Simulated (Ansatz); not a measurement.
AlN (Fm-3m, No. 225, 2 atoms in the cell; start mp-1330; high-pressure phase), treated with HSE06 in Ansatz (PAW).

Run with plane-wave cutoff 500 eV, 10×10×10 k mesh, gaussian smearing 0.02 eV, scalar-relativistic PAW data made under PBE.

Cell (relaxed at this level):

Space group Fm-3m (No. 225); a = b = c = 4.030 Å, α = β = γ = 90.00°

```
atom  site  symmetry       x       y       z
----  ----  --------  ------  ------  ------
Al      4b      m-3m  0.5000  0.5000  0.5000
N       4a      m-3m  0.0000  0.0000  0.0000
```
(The calculation used a cell of 2 atoms; values per cell refer to that cell.)

Estimate the band gap that the calculation returns.


* **band gap**: 6.14 eV (on the SCF k mesh)

Note: the relaxation could not lower the start's symmetry, so the cell can be a saddle point above a distorted one.

A start named mp-… is a Materials Project structure, which need not be a measured phase.

Ansatz is a first-principles code.
